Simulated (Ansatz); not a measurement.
Worked calculations on one periodic cell of amorphous Hf$_{12}$O$_{33}$La$_{6}$: Hf12O33La6, 51 atoms, volume 737.5 Å³, made by a melt-quench on the CHGNet potential and relaxed with DFT. O atoms were pushed apart under 1.9 Å during the dynamics, to hinder bonds among them. It is a model cell: composition and starting density were chosen by hand, and all elements were melted together. Cycles of charging were run to anneal it. Computed with PBE, scalar-relativistic without spin-orbit coupling (plane waves to 420 eV, PAW; Ansatz, a program for electronic structure). Sampling: a 2×2×2 Γ-centred mesh; Fermi-Dirac width 0.02 eV; no spin polarisation. Its volume was relaxed, its shape was held as a cube, and it stands at a mean pressure of 0.0 GPa with stress components up to 2.3 GPa; the relaxation ran on the zone centre alone. Its density went from a set 8.12 to 7.89 g/cm³. The cell is small and was quenched far faster than a real film, so it is one sample of the glass.

Count formal charges (Hf +4, O -2, La +3). What does the count lead one to expect at the Fermi level, and what does the calculation give?

12 × (+4) + 33 × (-2) + 6 × (+3) = 0. The charges balance, so the anion-derived valence states can be full and a gap can open. On this mesh the highest filled and lowest empty level lie 3.94 eV apart, the PBE gap of this cell.

Four energies for an added electron at PBE on the zone centre alone (charged cells in a uniform background, spin-polarised): neutral at the neutral geometry -244970.458 eV; charged at the neutral geometry -244955.984 eV; charged and relaxed -244956.092 eV; neutral at the charged geometry -244970.121 eV.

Find the two relaxation energies and their sum, the reorganisation energy.

On charging: -244955.984 − (-244956.092) = 0.108 eV. On discharging: -244970.121 − (-244970.458) = 0.337 eV. The sum is 0.445 eV. The carrier's level spreads over 14 of the 51 atoms' worth, so it counts as partly localised, most on one Hf atom with neighbours O 1.96 Å, O 1.99 Å, O 2.02 Å, O 2.12 Å, O 2.16 Å (neutral geometry). The values are uncorrected: the image energy of a point charge in this cell, 2.84 × 14.40 / (2 × 9.0) = 2.3 eV before screening, is screened by electrons alone at the fixed geometry and by ions too after relaxing, and the carrier can be spread before it relaxes, so each term can be off by up to that value times 1/ε∞, some tenths of an eV. PBE's self-interaction favours spread-out carriers, so a hybrid can localise more.

Four energies for a hole at PBE on the zone centre alone (charged cells in a uniform background, spin-polarised): neutral at the neutral geometry -244970.458 eV; charged at the neutral geometry -244980.951 eV; charged and relaxed -244981.266 eV; neutral at the charged geometry -244969.522 eV.

Find the two relaxation energies and their sum, the reorganisation energy.

On charging: -244980.951 − (-244981.266) = 0.315 eV. On discharging: -244969.522 − (-244970.458) = 0.936 eV. The sum is 1.251 eV. The carrier's level spreads over 4 of the 51 atoms' worth, so it counts as localised, most on one O atom with neighbours Hf 1.99 Å, Hf 2.08 Å, La 2.58 Å, La 3.19 Å (neutral geometry). The values are uncorrected: the image energy of a point charge in this cell, 2.84 × 14.40 / (2 × 9.0) = 2.3 eV before screening, is screened by electrons alone at the fixed geometry and by ions too after relaxing, and the carrier can be spread before it relaxes, so each term can be off by up to that value times 1/ε∞, some tenths of an eV. PBE's self-interaction favours spread-out carriers, so a hybrid can localise more.
